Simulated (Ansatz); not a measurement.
**hypothetical rock salt GaAs with two functionals, Ga → B**

The reference is GaAs in the rock salt structure (space group Fm-3m, No. 225; a = 5.392 Å; a hypothetical phase, not in the database extracts checked).

(Cell as relaxed with PBE.)

Levels (all Ansatz, a program for electronic structure, PAW): PBE (420 eV, no spin-orbit coupling); PBEsol (420 eV, spin-orbit coupling left out).

Each level relaxes its own structure.

| base | PBE | PBEsol |
|---|---|---|
| volume per atom | 19.59 Å³ | 18.65 Å³ |
| lattice parameter a | 5.392 Å | 5.303 Å |
| band gap | zero | zero |

One thing is altered: B takes the place of Ga on all its sites; the structure is relaxed again.

| quantity | PBE | PBEsol |
|---|---|---|
| volume per atom | 12.28 Å³ | 11.90 Å³ |
| band gap | zero | zero |

PBE's volume per atom lies 0.372 Å³ above PBEsol's (3.1 %); the two agree on the band gap. Neither level is exact; PBEsol is the comparison here, not a measurement.

Stability against distortions was not tested. As relaxed here, BAs is a hypothetical phase, not in the database extracts checked. The final runs are not spin-polarised.
